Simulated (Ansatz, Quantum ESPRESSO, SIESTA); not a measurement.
One structure in several programs: CaCu₄As₂ (P1, 7 atoms in the cell)

Self-consistent single point, at a second geometry (atoms moved at random). First geometry:

```
Ca(Cu2As)2
1.0
    2.00849     1.15960     7.36538
   -2.00849     1.15960     7.36538
    0.00000    -2.31921     7.36538
Ca Cu As
1 4 2
Direct
  0.00000   0.00000   0.00000
  0.14454   0.14454   0.14454
  0.85546   0.85546   0.85546
  0.56134   0.56134   0.56134
  0.43866   0.43866   0.43866
  0.25217   0.25217   0.25217
  0.74783   0.74783   0.74783
```

Second geometry:
```xyz
7
Lattice="2.0085 1.1596 7.3654 -2.0085 1.1596 7.3654 0.0000 -2.3192 7.3654" Properties=species:S:1:pos:R:3 pbc="T T T"
Ca    -0.0214     0.0521     0.0402
Cu     0.0114    -0.0509     3.1391
Cu     0.0202    -0.0860    18.9302
Cu    -0.0088     0.0533    12.4139
Cu     0.0059    -0.0741     9.7102
As     0.0122     0.0894     5.5449
As    -0.0195     0.0161    16.5100
```

Shared settings, as Ansatz (an electronic-structure program) writes them: kpoints.mp_grid.grid = 5 5 5; scf.occupations.method = gaussian; scf.occupations.width = 0.02 Ry. Potentials and cutoffs stand in the table.

```json
[
 {"code": "SIESTA", "model": "GGA PBEsol, numerical atomic orbitals DZP, PseudoDojo PBEsol standard norm-conserving potentials (rewritten from UPF to PSML)", "ΔF from the first geometry (meV/atom)": "15.5", "pressure (GPa)": "11.50", "largest force (eV/Å)": "0.805", "cutoff": "grid 350 Ry"},
 {"code": "Quantum ESPRESSO", "model": "PBEsol, PSlibrary PAW (PBE) pseudopotentials", "ΔF from the first geometry (meV/atom)": "12.5", "pressure (GPa)": "6.35", "largest force (eV/Å)": "0.757", "cutoff": "50 Ry"},
 {"code": "Ansatz", "model": "PBEsol, PAW files made with PBE", "ΔF from the first geometry (meV/atom)": "12.4", "pressure (GPa)": "6.46", "largest force (eV/Å)": "0.682", "cutoff": "default"}
]
```

Size of the force on each atom (eV/Å): Sizes of forces hide their directions.

```csv
code,Ca1,Cu2,Cu3,Cu4,Cu5,As6,As7
SIESTA,0.640,0.348,0.716,0.390,0.764,0.805,0.446
Quantum ESPRESSO,0.343,0.268,0.672,0.392,0.601,0.757,0.535
Ansatz,0.340,0.281,0.666,0.400,0.576,0.682,0.468
```

No clean gap comes from SIESTA, Quantum ESPRESSO and Ansatz: levels at the Fermi energy touch, overlap or are partly filled at this smearing.

On Ansatz's run: spin polarisation is off.

The spread over the programs that give each value: ΔF from the first geometry within 3.1 meV/atom; pressure within 5.15 GPa; largest force within 0.123 eV/Å.

SIESTA uses small atom-centred bases, whose incompleteness enters pressures, forces and empty levels differently from a plane-wave cutoff. Ansatz's pressure is given at a fixed set of plane waves, as the other plane-wave codes print theirs; with its correction for the finite basis it is 6.54 GPa. In the pressure, SIESTA (by 5.09) lies more than 1 GPa from the median of the plane-wave programs. In the force vectors, SIESTA (by 0.354) lies more than 0.08 eV/Å from the median of the plane-wave programs.

The starting cell comes from a database of computed structures (which also holds hypothetical and non-ambient phases and stackings), without a prior relaxation at this level. Its lattice was rescaled by a random factor within 2.5 % of one. For this run, on top of that: atoms moved at random.

Keys are those of Ansatz 0.2.
